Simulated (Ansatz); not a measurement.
The starting structures come from a database of crystals and need not be the phases stable at ambient conditions.

Inside the gap of an insulator the Bloch states are evanescent, with a wavenumber k + iκ along the transport direction.

Consider the following.

```xyz
20
Lattice="6.4685 0.0000 0.0000 1.4451 7.1522 0.0000 0.1901 -0.7961 6.7277" Properties=species:S:1:pos:R:3 pbc="T T T"
K      1.6012     0.1339     0.6149
K      6.5024     6.2221     6.1128
K      2.9729     3.2938     1.3402
K      5.1308     3.0623     5.3875
K      3.1885     5.8059     3.5199
K      4.9151     0.5502     3.2078
Ge     1.9572     1.6094     4.7249
Ge     6.1465     4.7466     2.0028
H      1.8111     3.7612     5.9910
H      6.2925     2.5949     0.7367
H      1.2453     3.9819     4.4706
H      6.8583     2.3742     2.2571
N      2.0081     3.5351     5.0000
N      6.0956     2.8209     1.7277
O      3.3092     1.0204     5.7199
O      4.7944     5.3357     1.0078
O      1.2132     5.4918     1.4774
O      6.8904     0.8642     5.2503
O      2.2242     1.3542     2.9958
O      5.8794     5.0019     3.7319
```

The cell is taken as given; by r2SCAN it stands under a pressure of -2.8 GPa.

Transport runs along the normal of the first two printed cell vectors.

The gap is the functional's own. No spin-orbit coupling. Mid-gap values are those at the computed energy nearest the middle.

**Question.** Predict the band gap and the smallest decay constant κ at mid-gap from r2SCAN (Ansatz, a first-principles code).

**Answer.** Gap 3.70 eV on a 6×4×6 mesh; κ = 0.374 1/Å, at the zone centre.
